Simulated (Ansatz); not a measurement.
The starting structures come from a database of crystals and need not be the phases stable at ambient conditions.

Consider the following.

```xyz
12
Lattice="4.9092 0.0000 0.0000 0.0000 7.1503 0.0000 0.0000 -2.8894 3.5088" Properties=species:S:1:pos:R:3 pbc="T T T"
Ti     1.2273     4.3122     0.6070
Ti     3.6819    -0.0514     2.9018
Ti     3.6819     3.5238     2.9018
Ti     1.2273     0.7371     0.6070
O      4.5098     3.4187     1.2169
O      0.3994     0.8421     2.2918
O      2.0552     4.4173     2.2918
O      2.8540    -0.1564     1.2169
O      0.3994     5.9859     0.3869
O      4.5098    -1.7251     3.1219
O      2.8540     1.8501     3.1219
O      2.0552     2.4108     0.3869
```

The cell is taken as given; by r2SCAN it stands under a pressure of -1.2 GPa.

Transport runs along the normal of the first two printed cell vectors.

No gap correction and no spin-orbit coupling; mid-gap is the computed energy nearest the middle.

**Question.** Estimate the band gap and the smallest decay constant κ at mid-gap that r2SCAN run with Ansatz (an electronic-structure program) returns for this system.

**Answer.** Gap 2.99 eV on a 6×8×8 mesh; κ = 0.364 1/Å, at the zone centre.
